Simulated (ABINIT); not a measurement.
A self-consistent single point of AgBr (Fm-3m, 2 atoms in the cell) with ABINIT.

Method: PBE, norm-conserving pseudopotentials (PseudoDojo nc-sr-05 PBE standard) (plane waves; ABINIT 10.0.3).

The change in words: lattice scaled by 0.98. Reference geometry:
```
AgBr
1.0
    0.00000     2.88500     2.88500
    2.88500     0.00000     2.88500
    2.88500     2.88500     0.00000
Ag Br
1 1
Direct
  0.00000   0.00000   0.00000
  0.50000   0.50000   0.50000
```

Reference input (self-consistent single point, DFT, PBE, plane waves, norm-conserving pseudopotentials (PseudoDojo nc-sr-05 PBE standard)): pseudos = [Ag.upf, Br.upf]; ecut = 1116 eV; occopt = 3; tsmear = 0.05 eV; ngkpt = 10 10 10; nshiftk = 1; shiftk = 0 0 0; potentials = PseudoDojo nc-sr-05 PBE standard; nband = 18; kptopt = 1; nstep = 60; tolvrs = 1e-12. This run's input differs from it in these lines:

```diff
@@ -5,5 +5,5 @@
 rprim
-        -0.0000000000    2.8850000000    2.8850000000
-         2.8850000000   -0.0000000000    2.8850000000
-         2.8850000000    2.8850000000   -0.0000000000
+         0.0000000000    2.8273000000    2.8273000000
+         2.8273000000    0.0000000000    2.8273000000
+         2.8273000000    2.8273000000    0.0000000000
 natom 2
```

Log, with long lists cut:

```
--- !BeginCycle
solver: {iscf: 7, nstep: 60, nline: 4, wfoptalg: 0, }
tolerances: {tolvrs: 1.00E-12, }
...

     iter   Etot(hartree)      deltaE(h)  residm     vres2
 ETOT  1  -170.54931806821    -1.705E+02 1.892E-01 7.531E+01
 ETOT  2  -170.77163871132    -2.223E-01 1.321E-02 1.609E+01
 ETOT  3  -170.77311600982    -1.477E-03 1.290E-03 7.332E-01
 ETOT  4  -170.77323345632    -1.174E-04 4.340E-04 1.081E-01
 ETOT  5  -170.77323757200    -4.116E-06 9.000E-04 2.066E-03
 ETOT  6  -170.77323774638    -1.744E-07 3.447E-04 2.465E-04
 ETOT  7  -170.77323776493    -1.855E-08 4.954E-04 8.698E-07
 ETOT  8  -170.77323776500    -6.673E-11 1.207E-04 1.068E-08
 ETOT  9  -170.77323776499     7.816E-12 2.078E-04 9.947E-11
 ETOT 10  -170.77323776500    -9.948E-12 7.652E-05 5.120E-13
 At SCF step   10       vres2   =  5.12E-13 < tolvrs=  1.00E-12 =>converged.

 Cartesian components of stress tensor (hartree/bohr^3)
  sigma(1 1)= -1.63103388E-04  sigma(3 2)=  0.00000000E+00
  sigma(2 2)= -1.63103388E-04  sigma(3 1)=  0.00000000E+00
  sigma(3 3)= -1.63103388E-04  sigma(2 1)=  0.00000000E+00

 ----iterations are completed or convergence reached----

 reduced coordinates (array xred) for    2 atoms
       0.000000000000      0.000000000000      0.000000000000
       0.500000000000      0.500000000000      0.500000000000
 cartesian forces (eV/Angstrom) at end:
    1     -0.00000000000000    -0.00000000000000    -0.00000000000000
    2     -0.00000000000000    -0.00000000000000    -0.00000000000000
 frms,max,avg= 0.0000000E+00 0.0000000E+00   0.000E+00  0.000E+00  0.000E+00 e/A
   [... lines left out ...]
 Fermi (or HOMO) energy (hartree) =   0.21840   Average Vxc (hartree)=  -0.38227
 Fermi (or HOMO) energy (eV) =   5.94306   Average Vxc (eV)= -10.40221
   [... lines left out ...]
total_energy        : -1.70773237765000E+02
total_energy_eV     : -4.64697612583847E+03
band_energy         : -1.60440687503461E+01
...

-Cartesian components of stress tensor (GPa)         [Pressure=  4.7987E+00 GPa]
- sigma(1 1)= -4.79866653E+00  sigma(3 2)=  0.00000000E+00
- sigma(2 2)= -4.79866653E+00  sigma(3 1)=  0.00000000E+00
- sigma(3 3)= -4.79866653E+00  sigma(2 1)=  0.00000000E+00

 Calculation completed.
```

The run converged in 10 iterations. Against the reference run the free energy goes up by 27.4 meV/atom, the pressure goes from 1.48 to 4.80 GPa and the gap on the mesh moves little (0.676 to 0.669 eV).

The starting cell has typed, rounded lattice constants, without a prior relaxation at this level. For this run, on top of that: lattice scaled by 0.98. With a pressure of about 5 GPa the cell is away from its equilibrium volume at this level.

Cost on one core of a shared machine: roughly 2 min.
